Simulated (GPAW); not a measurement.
Worked example: self-consistent single point of MnS (Fm-3m, 2 atoms in the cell) in GPAW.

Computed with PBE+U, GPAW PAW datasets PBE (gpaw-data 1.0.1) (plane waves; GPAW 25.7.0).

```
CELL_PARAMETERS angstrom
      0.00000     2.48025     2.48025
      2.48025     0.00000     2.48025
      2.48025     2.48025     0.00000
ATOMIC_POSITIONS crystal
  S  0.00000 0.00000 0.00000
  Mn 0.50000 0.50000 0.50000
```
Moments meant for the start (each program seeds them in its own way; μB, in the order of the atoms S Mn): 0.0 4.0.

Reference input (self-consistent single point, DFT PBE, plane waves, GPAW PAW datasets PBE (gpaw-data 1.0.1)): spinpol = true; mode = pw; ecut = 800 eV; xc = PBE; kpts = 9 9 9; mesh shift (steps) = 0 0 0; occupations.name = methfessel-paxton; occupations.width = 0.2 eV; occupations.order = 0; nbands = -10; convergence.density = 1e-05 e/electron; convergence.energy = 1e-05 eV/electron. This run's input differs from it in these lines:

```diff
@@ -17,2 +17,3 @@
             xc='PBE',
+            setups={'Mn': ':d,7.0'},
             kpts=(9, 9, 9),
```

Output (repeated stretches shortened):

```
     iter     time        total  log10-change:  magmom
                         energy   eigst   dens
iter:   1 --:--:--   -13.314534                   +4.0039
iter:   2 --:--:--   -13.846385   -1.14  -1.28    +4.6977
iter:   3 --:--:--   -13.749076   -1.85  -1.29    +4.9720
iter:   4 --:--:--   -13.712345   -3.43  -1.93    +4.9333
iter:   5 --:--:--   -13.829334   -2.37  -1.83    +4.9631
   [... 2 lines left out ...]
iter:   8 --:--:--   -13.740947   -4.84  -3.00    +4.9930
iter:   9 --:--:--   -13.742632   -3.66  -3.37    +4.9960
iter:  10 --:--:--   -13.743190   -4.71  -3.41    +4.9983
   [... lines left out ...]
iter:  15 --:--:--   -13.743017c  -5.88  -4.07    +4.9996
iter:  16 --:--:--   -13.742995c  -6.82  -3.73    +4.9996
iter:  17 --:--:--   -13.743000c  -7.21  -3.88    +4.9996
iter:  18 --:--:--   -13.742991c  -6.58  -3.96    +4.9996
iter:  19 --:--:--   -13.742991c  -8.10c -4.43    +4.9996
iter:  20 --:--:--   -13.742991c  -7.86c -4.44    +4.9996
iter:  21 --:--:--   -13.742991c  -9.36c -4.53    +4.9996
iter:  22 --:--:--   -13.742991c  -7.94c -4.54    +4.9996
iter:  23 --:--:--   -13.742991c  -8.74c -4.84    +4.9996
iter:  24 --:--:--   -13.742991c -10.02c -5.00    +4.9996
iter:  25 --:--:--   -13.742991c  -9.87c -5.06c   +4.9996
Converged after 25 iterations.

Dipole moment: (-0.000000, -0.000000, -0.000000) |e|*Ang

Total magnetic moment: (0.000000, 0.000000, 4.999609)
Local magnetic moments:
   0 S  ( 0.000000,  0.000000,  0.080876)
   1 Mn ( 0.000000,  0.000000,  4.563053)

Energy contributions relative to reference atoms: (reference = -42371.707970)

Kinetic:        +47.499732
Potential:      -38.527324
External:        +0.000000
XC:             -22.826061
Entropy (-ST):   -0.000150
Local:           +0.110737
SIC:             +0.000000
--------------------------
Free energy:    -13.743066
Extrapolated:   -13.742991

Spin contamination: 0.000190 electrons
Showing only first 2 kpts
                      Up                     Down
 Kpt  Band  Eigenvalues  Occupancy  Eigenvalues  Occupancy
  0     8      2.06426    1.00000     11.60013    0.00000
   [... lines left out ...]
Fermi level: 8.99217
Gap: 0.663 eV
   [... lines left out ...]
Direct/indirect transitions are different
Direct gap: 3.253 eV
Transition at: (s=0, k=34, n=12, [0.44, 0.44, 0.44])
Energy (eV): -13.742991

Forces in eV/Ang:
  0 S     0.00000    0.00000    0.00000
  1 Mn    0.00000    0.00000    0.00000

Stress tensor:
    -0.177710     0.000000     0.000000
     0.000000    -0.177710    -0.000000
     0.000000    -0.000000    -0.177710
Stress (GPa, Voigt): [-28.4723 -28.4723 -28.4723  -0.       0.       0.    ]
```

The run converged in 25 iterations. GPAW prints stress with tension positive. Against the reference run the pressure goes from 4.44 to 28.47 GPa and the size of the net moment goes from 2.05 to 2.50 μB/atom.

The starting cell was generated: these elements placed on a structure prototype, without a prior relaxation; it need not be a known phase or ordering of this composition. Its lattice was rescaled by a random factor within 2.5 % of one. With one magnetic atom in the cell only a parallel order is possible. With U or open f shells several self-consistent states can exist. With a pressure of about 28 GPa the cell is away from its equilibrium volume at this level. The log's line on a gap gives a spacing of levels on this mesh, which the program prints for metals too.

Cost on one core of a shared machine: roughly 70 s.
